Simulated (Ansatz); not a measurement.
The structure below was relaxed with r2SCAN (Ansatz, a first-principles code, PAW, no spin-orbit coupling).

```
CELL_PARAMETERS angstrom
      6.50581    -1.96248     0.00000
      6.50581     1.96248     0.00000
     -1.18247     0.00000     6.69267
ATOMIC_POSITIONS crystal
  Ge 0.87204 0.87204 0.62405
  Si 0.37566 0.37566 0.12519
  Ge 0.62706 0.62706 0.88156
  Ge 0.12515 0.12515 0.36912
  Si 0.31259 0.31259 0.43228
  Si 0.81448 0.81448 0.94346
  Ge 0.06315 0.06315 0.68749
  Si 0.55986 0.55986 0.18685
```

Question: Find the space group and the Wyckoff positions.

Answer: Space group Cm (No. 8); a = 13.0116 Å, b = 3.9250 Å, c = 6.7963 Å, α = γ = 90.00°, β = 100.02°

| atom | site | symmetry | x | y | z |
|---|---|---|---|---|---|
| Ge | 2a | m | 0.1280 | 0.0000 | 0.3760 |
| Si | 2a | m | 0.1243 | 0.5000 | 0.8748 |
| Ge | 2a | m | 0.3729 | 0.0000 | 0.1184 |
| Ge | 2a | m | 0.3748 | 0.5000 | 0.6309 |
| Si | 2a | m | 0.1874 | 0.5000 | 0.5677 |
| Si | 2a | m | 0.1855 | 0.0000 | 0.0565 |
| Ge | 2a | m | 0.4368 | 0.5000 | 0.3125 |
| Si | 2a | m | 0.4401 | 0.0000 | 0.8132 |

Question: Describe the coordination.

Answer: The crystal has 16 atoms in its conventional cell. Conventional cell: a = 13.012 Å, b = 3.925 Å, c = 6.796 Å, α = 90.00°, β = 100.02°, γ = 90.00°. Ge1 is coordinated by 3 Si at 2.408–2.416 Å and 1 Ge at 2.449 Å (tetrahedral). Si1 has 4 Si at 2.360–2.381 Å (tetrahedral). Ge2 sees 2 Si at 2.388–2.401 Å and 2 Ge at 2.429 Å (tetrahedral). Ge3 is surrounded by 3 Si at 2.396–2.402 Å and 1 Ge at 2.437 Å (tetrahedral). Si2 is surrounded by 1 Si at 2.372 Å and 3 Ge at 2.402–2.408 Å (tetrahedral). Si3 is coordinated by 2 Si at 2.381 Å and 2 Ge at 2.401–2.416 Å (tetrahedral). Ge4 sees 4 Ge at 2.429–2.449 Å (tetrahedral). Si4 has 1 Si at 2.360 Å and 3 Ge at 2.388–2.396 Å (tetrahedral). (Neighbours: up to the widest gap in distance over summed covalent radii, below 1.35, at either atom.)

Each cell is one ordered arrangement of few atoms, which overstates ordering effects compared with a random alloy. Whether these cells are dynamically stable was not tested. The cell was made from Ge by this change: x(Si) = 0.5, 8 atoms, Cm.
